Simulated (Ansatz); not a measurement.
Consider a periodic stack without vacuum, rock-salt TaN (0 0 1) on alpha cristobalite (0 0 1), 2 Si on Ta sites at each interface (film strained to the substrate, started from cuts of the bulks and a machine-learned relaxation; slabs Si16O32 and N30Ta26Si4, which can lie off the formulas): substrate slab Si16O32, film N30Ta26Si4, surface cells [[-1, 1], [-1, -1]] and [[-3, -1], [-1, -2]], film strained by +2.9 and +2.9 %, outermost planes O/O and NTa/NTa as cut, which need not be the usual terminations and can put a slab off its formula. Its start:

```yaml
crystal:
  lattice:
    - [7.18852, 0.00000, -0.01040]
    - [0.00000, 7.18852, -0.00151]
    - [0.25840, 3.28874, 28.31712]
  atoms:
    - { symbol: Si, position: [0.20429, 0.90808, 0.17864] }
    - { symbol: Si, position: [0.69940, 0.42676, 0.18436] }
    - { symbol: Si, position: [0.80211, 0.98760, 0.05044] }
    - { symbol: Si, position: [0.24409, 0.50844, 0.06085] }
    - { symbol: Si, position: [0.50965, 0.74049, 0.11698] }
    - { symbol: Si, position: [0.98824, 0.23881, 0.12124] }
    - { symbol: Si, position: [0.49003, 0.09585, 0.24183] }
    - { symbol: Si, position: [0.00042, 0.59447, 0.24517] }
    - { symbol: O, position: [0.32723, 0.97209, 0.22145] }
    - { symbol: O, position: [0.82740, 0.47230, 0.22838] }
    - { symbol: O, position: [0.34035, 0.86871, 0.13456] }
    - { symbol: O, position: [0.82767, 0.36284, 0.14235] }
    - { symbol: O, position: [0.68402, 0.86318, 0.09277] }
    - { symbol: O, position: [0.16679, 0.37510, 0.10779] }
    - { symbol: O, position: [0.58483, 0.61308, 0.16394] }
    - { symbol: O, position: [0.05656, 0.07083, 0.16031] }
    - { symbol: O, position: [0.31111, 0.35979, 0.02419] }
    - { symbol: O, position: [0.97968, 0.87310, 0.03003] }
    - { symbol: O, position: [0.55328, 0.25983, 0.20084] }
    - { symbol: O, position: [0.08494, 0.72340, 0.19904] }
    - { symbol: O, position: [0.66569, 0.96072, 0.25740] }
    - { symbol: O, position: [0.16324, 0.45483, 0.26709] }
    - { symbol: O, position: [0.43242, 0.60888, 0.07838] }
    - { symbol: O, position: [0.90422, 0.15620, 0.07513] }
    - { symbol: Si, position: [0.18947, 0.79601, 0.43066] }
    - { symbol: Si, position: [0.71243, 0.32202, 0.43246] }
    - { symbol: Si, position: [0.78299, 0.87180, 0.30317] }
    - { symbol: Si, position: [0.29311, 0.35025, 0.30846] }
    - { symbol: Si, position: [0.49652, 0.62738, 0.36861] }
    - { symbol: Si, position: [0.98963, 0.12443, 0.36843] }
    - { symbol: Si, position: [0.47832, 0.01116, 0.49049] }
    - { symbol: Si, position: [0.00815, 0.46569, 0.50162] }
    - { symbol: O, position: [0.33399, 0.87406, 0.46713] }
    - { symbol: O, position: [0.83989, 0.35099, 0.47834] }
    - { symbol: O, position: [0.30917, 0.72328, 0.38752] }
    - { symbol: O, position: [0.83749, 0.26010, 0.38938] }
    - { symbol: O, position: [0.64244, 0.78409, 0.34503] }
    - { symbol: O, position: [0.16891, 0.25344, 0.35240] }
    - { symbol: O, position: [0.59922, 0.51100, 0.41360] }
    - { symbol: O, position: [0.04775, 0.95955, 0.40951] }
    - { symbol: O, position: [0.41330, 0.18706, 0.28766] }
    - { symbol: O, position: [0.92523, 0.71605, 0.28626] }
    - { symbol: O, position: [0.56112, 0.15566, 0.44676] }
    - { symbol: O, position: [0.06673, 0.63005, 0.45916] }
    - { symbol: O, position: [0.66262, 0.87580, 0.50669] }
    - { symbol: O, position: [0.19242, 0.33059, 0.51318] }
    - { symbol: O, position: [0.43689, 0.49580, 0.32861] }
    - { symbol: O, position: [0.90446, 0.03534, 0.32343] }
    - { symbol: N, position: [0.91946, 0.42874, 0.64231] }
    - { symbol: N, position: [0.55107, 0.59501, 0.66171] }
    - { symbol: N, position: [0.74607, 0.00552, 0.66114] }
    - { symbol: N, position: [0.32450, 0.21283, 0.65753] }
    - { symbol: N, position: [0.14906, 0.82084, 0.66106] }
    - { symbol: N, position: [0.87393, 0.76523, 0.58565] }
    - { symbol: N, position: [0.49592, 0.87501, 0.59051] }
    - { symbol: N, position: [0.57524, 0.27213, 0.58638] }
    - { symbol: N, position: [0.22361, 0.57041, 0.59033] }
    - { symbol: N, position: [0.04759, 0.11152, 0.59020] }
    - { symbol: N, position: [0.94147, 0.34788, 0.80189] }
    - { symbol: N, position: [0.55719, 0.54891, 0.80843] }
    - { symbol: N, position: [0.74870, 0.93972, 0.81010] }
    - { symbol: N, position: [0.34219, 0.13888, 0.80601] }
    - { symbol: N, position: [0.15738, 0.74721, 0.80878] }
    - { symbol: N, position: [0.84140, 0.66604, 0.73956] }
    - { symbol: N, position: [0.44524, 0.87246, 0.74019] }
    - { symbol: N, position: [0.65316, 0.27277, 0.73317] }
    - { symbol: N, position: [0.23667, 0.46788, 0.73814] }
    - { symbol: N, position: [0.05097, 0.07586, 0.73740] }
    - { symbol: N, position: [0.92127, 0.27650, 0.95416] }
    - { symbol: N, position: [0.58264, 0.47958, 0.95520] }
    - { symbol: N, position: [0.75391, 0.92742, 0.95521] }
    - { symbol: N, position: [0.32095, 0.09376, 0.95638] }
    - { symbol: N, position: [0.18823, 0.68872, 0.95635] }
    - { symbol: N, position: [0.84890, 0.59737, 0.89160] }
    - { symbol: N, position: [0.45453, 0.78654, 0.89294] }
    - { symbol: N, position: [0.65002, 0.19783, 0.88297] }
    - { symbol: N, position: [0.23767, 0.40853, 0.88802] }
    - { symbol: N, position: [0.04679, 0.99664, 0.88840] }
    - { symbol: Ta, position: [0.84112, 0.70301, 0.66509] }
    - { symbol: Ta, position: [0.45310, 0.89041, 0.66416] }
    - { symbol: Ta, position: [0.61978, 0.30901, 0.65669] }
    - { symbol: Ta, position: [0.24475, 0.51312, 0.66315] }
    - { symbol: Ta, position: [0.03790, 0.12475, 0.66178] }
    - { symbol: Si, position: [0.98546, 0.55048, 0.58081] }
    - { symbol: Si, position: [0.64948, 0.73877, 0.55919] }
    - { symbol: Ta, position: [0.74894, 0.05254, 0.58971] }
    - { symbol: Ta, position: [0.29672, 0.29025, 0.57953] }
    - { symbol: Ta, position: [0.19436, 0.87125, 0.58941] }
    - { symbol: Ta, position: [0.86067, 0.64198, 0.81457] }
    - { symbol: Ta, position: [0.45110, 0.84201, 0.81613] }
    - { symbol: Ta, position: [0.64393, 0.24541, 0.80796] }
    - { symbol: Ta, position: [0.25275, 0.43883, 0.81260] }
    - { symbol: Ta, position: [0.04404, 0.04568, 0.81231] }
    - { symbol: Ta, position: [0.94556, 0.37955, 0.72613] }
    - { symbol: Ta, position: [0.53127, 0.57756, 0.73413] }
    - { symbol: Ta, position: [0.74890, 0.96924, 0.73564] }
    - { symbol: Ta, position: [0.35917, 0.17422, 0.73101] }
    - { symbol: Ta, position: [0.13644, 0.77060, 0.73420] }
    - { symbol: Si, position: [0.83087, 0.51018, 0.95402] }
    - { symbol: Si, position: [0.43198, 0.70238, 0.95543] }
    - { symbol: Ta, position: [0.61134, 0.16541, 0.95558] }
    - { symbol: Ta, position: [0.19930, 0.35692, 0.96255] }
    - { symbol: Ta, position: [0.04885, 0.97085, 0.96388] }
    - { symbol: Ta, position: [0.95650, 0.29761, 0.87756] }
    - { symbol: Ta, position: [0.54284, 0.48236, 0.88077] }
    - { symbol: Ta, position: [0.74722, 0.90157, 0.88633] }
    - { symbol: Ta, position: [0.34220, 0.11632, 0.88269] }
    - { symbol: Ta, position: [0.13914, 0.70685, 0.88340] }
```

The start was prepared with a machine-learned potential, and the result is one local minimum, with the in-plane cell held and forces under 0.04 eV/Å; the film can end far from its bulk form.

These are PBE (plane waves to 420 eV, PAW; Ansatz, a first-principles code) values and carry that method's errors. Spin–orbit coupling is left out; the runs are not spin-polarised; PBE gaps are too small against experiment. Its k-point mesh 4×4×1, Fermi–Dirac width 0.05 eV.

Q: Predict the relaxed interface.

A: 
- interface area: 51.7 Å²
- period: 28.72 Å
- heights between the nearest atoms of the two slabs at the two interfaces: 0.82 and 1.04 Å
- Si–Ta contacts across the interfaces within 1.22 times the sum of covalent radii: 6, mean 3.06 Å
- O–Ta contacts across the interfaces within 1.22 times the sum of covalent radii: 4, mean 2.06 Å
- Si–Si contacts across the interfaces within 1.22 times the sum of covalent radii: 1, mean 2.32 Å
- O–Si contacts across the interfaces within 1.22 times the sum of covalent radii: 1, mean 1.83 Å
